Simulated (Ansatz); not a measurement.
Pd (space group P6_3/mmc, No. 194; a cell from a computed database, its experimental status unchecked)

```xyz
4
Lattice="2.7336 0.0000 0.0000 -1.3668 2.3674 0.0000 0.0000 0.0000 9.0149" Properties=species:S:1:pos:R:3 pbc="T T T"
Pd     0.0000     0.0000     4.5075
Pd     0.0000     0.0000     0.0000
Pd     0.0000     1.5782     6.7612
Pd     1.3668     0.7891     2.2537
```

The values are results of DFT with PBEsol, PAW potentials and a 420 eV plane-wave cutoff in Ansatz (a quantum-chemistry and plane-wave program), spin-orbit coupling left out, not measurements. Settings: 19×19×5 k-points, 0.05 eV Fermi–Dirac smearing.

```yaml
volume_per_atom: 14.58 Å³
density: 12.12 g/cm³
band_gap: zero
total_energy: -6906.629 eV/atom (σ→0; compares only within this code and set-up)
```

Stability against distortions was not tested. All final runs are without spin polarisation. Pd has a high density of states at the Fermi level and may be magnetic at this level. This is not the structure that Pd has at room temperature and ambient pressure.
